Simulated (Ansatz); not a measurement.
A computed series for ZnO: response to strain

Start from ZnO in the wurtzite structure (space group P6_3mc, No. 186).

```
ZnO
1.0
    3.23084     0.00000     0.00000
   -1.61542     2.79799     0.00000
    0.00000     0.00000     5.21584
Zn O
2 2
Cartesian
  1.61542   0.93266   0.01075
  0.00000   1.86533   2.61867
  1.61542   0.93266   3.25020
  0.00000   1.86533   0.64228
```

Cartesian axes are those of the cell as printed.

Strains are applied to the cell and any free atomic positions relax; under biaxial strain the out-of-plane vector relaxes too.

All numbers come from Ansatz (an electronic-structure program) PBEsol, no spin-orbit coupling, earlier PAW set.

Candidates:
(a) isotropic strain +4.72 %
(b) biaxial strain −0.35 %, plane normal [001], relaxed out of plane
(c) uniaxial strain ε_yy = +2.12 %

Base values:

```
Quantity    Value
--------  -------
Band gap  0.70 eV
```

Order them by band gap, highest first.

(b) biaxial strain −0.35 %, plane normal [001], relaxed out of plane (0.70 eV), (c) uniaxial strain ε_yy = +2.12 % (0.66 eV), (a) isotropic strain +4.72 % (0.50 eV)

Stability against distortions was not tested.
